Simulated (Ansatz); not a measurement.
Base system: Nb in the bcc (W type) structure (space group Im-3m, No. 229; relaxed with 0.1 eV smearing).

```xyz
1
Lattice="-1.6365 1.6365 1.6365 1.6365 -1.6365 1.6365 1.6365 1.6365 -1.6365" Properties=species:S:1:pos:R:3 pbc="T T T"
Nb     0.0000     0.0000     0.0000
```

Cartesian axes are those of the cell as printed.

Method: PBEsol/PAW in Ansatz (an electronic-structure program), spin-orbit coupling left out.

For the base:

| Item | Value |
|---|---|
| Shortest interatomic distance | 2.834 Å |

Perturbation: a pure shear with ε_xy = ε_yx = 0.0086, atoms relaxed at fixed cell.

Q: How does this affect the stress, shortest interatomic distance and energy relative to the base?

A: The stress (xx, yy, zz, yz, xz, xy; compression positive) amounts to (0.0, 0.0, 0.0, 0.0, 0.0, -0.2) GPa; the shortest interatomic distance falls by 0.016 Å (2.834 Å → 2.818 Å); the energy is nearly the same.

The cells carry an imposed strain or load. Whether these cells are dynamically stable was not tested. All final runs are without spin polarisation.
